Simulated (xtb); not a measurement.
xtb 6.7.1, GFN2-xTB: Zn(OH)(fmdH) ([OH][Zn]1[NH]C=[NH]->1), 9 atoms. The geometry is a generated start, not checked to be a minimum at this level.

| Quantity | Value |
|---|---|
| method | GFN2-xTB |
| --acc | 1 (default) |
| --etemp (K) | 300 (default) |
| detailed input (--input) | none: ANC optimiser, Lindh (1995) Hessian, microcycle=20, maxdispl=1.0, hlow=0.01 (default) |
| basis functions | 24 |
| valence electrons | 26 |

```xyz
9

Zn     0.8556    -0.4827    -0.3403
O      2.1406    -1.3186    -1.1473
H      2.7719    -0.8141    -1.6590
C     -1.0485     0.4788     0.5644
N     -0.6725    -0.7361     0.8579
N     -0.2792     1.1408    -0.2535
H     -1.9555     0.9133     0.9839
H     -1.2591    -1.2628     1.4866
H     -0.5533     2.0815    -0.4926
```

Charge 0 and multiplicity 1 are set for this test and not shown to be the ground state.

The structure is relaxed from this start with --opt LEVEL for the levels crude, sloppy, loose, lax, normal, tight, vtight, extreme, once each. Up to the end of the extreme run atoms move by at most 0.073 Å along an axis.

### Question
What is the loosest level that ends within 1 meV of the extreme run, and how many cycles does it take?

### Answer
lax: 4 cycles against 13, ending 0.44 meV above.

| level | cycles | energy above the extreme run (meV) | gradient norm (eV/Å) |
|---|---|---|---|
| crude | 1 | 1.7 | 0.15 |
| sloppy | 1 | 1.7 | 0.15 |
| loose | 1 | 1.7 | 0.15 |
| lax | 4 | 0.44 | 0.048 |
| normal | 7 | 0.12 | 0.049 |
| tight | 10 | under 0.01 | 0.0095 |
| vtight | 11 | under 0.01 | 0.0057 |
| extreme | 13 | — | 0.0022 |
